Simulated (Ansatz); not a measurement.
The structure below was relaxed with PBEsol (Ansatz, a quantum-chemistry and plane-wave program), without spin-orbit coupling.

```yaml
crystal:
  lattice:
    - [0.00000, 5.12788, 5.12788]
    - [5.12788, 0.00000, 5.12788]
    - [5.12788, 5.12788, 0.00000]
  atoms:
    - { symbol: Rb, position: [0.75000, 0.75000, 0.75000] }
    - { symbol: Rb, position: [0.25000, 0.25000, 0.25000] }
    - { symbol: Sc, position: [0.00000, 0.00000, 0.00000] }
    - { symbol: Au, position: [0.50000, 0.50000, 0.50000] }
    - { symbol: Cl, position: [0.75921, 0.24079, 0.24079] }
    - { symbol: Cl, position: [0.24079, 0.75921, 0.75921] }
    - { symbol: Cl, position: [0.24079, 0.75921, 0.24079] }
    - { symbol: Cl, position: [0.75921, 0.24079, 0.75921] }
    - { symbol: Cl, position: [0.24079, 0.24079, 0.75921] }
    - { symbol: Cl, position: [0.75921, 0.75921, 0.24079] }
```

Question: Find the space group and the Wyckoff positions.

Answer: Space group Fm-3m (No. 225); a = b = c = 10.2558 Å, α = β = γ = 90.00°

```
atom  site  symmetry       x       y       z
----  ----  --------  ------  ------  ------
Rb      8c      -43m  0.2500  0.2500  0.2500
Sc      4a      m-3m  0.0000  0.0000  0.0000
Au      4b      m-3m  0.5000  0.5000  0.5000
Cl     24e      4m.m  0.0000  0.0000  0.2408
```

Question: Describe the coordination.

Answer: The crystal has 40 atoms in its conventional cell. Lattice parameters: a = 10.2558 Å, b = 10.2558 Å, c = 10.2558 Å, α = 90.00°, β = 90.00°, γ = 90.00°. Rb is coordinated by 12 Cl at 3.627 Å (cuboctahedral). Sc has 6 Cl at 2.469 Å (octahedral). Au is surrounded by 6 Cl at 2.658 Å (octahedral). Cl is surrounded by 1 Sc at 2.469 Å and 1 Au at 2.658 Å and 4 Rb at 3.627 Å (octahedral). (Neighbours: up to the widest gap in distance over summed covalent radii, below 1.35, at either atom; cation-cation and far metal-metal contacts left out.)

With Au present, leaving out spin-orbit coupling can change the band edges. Stability against distortions was not tested. The final runs are not spin-polarised. The cell was made from Rb2ScAgCl6 by this change: Ag → Au; the result is a model cell, its experimental status unchecked.
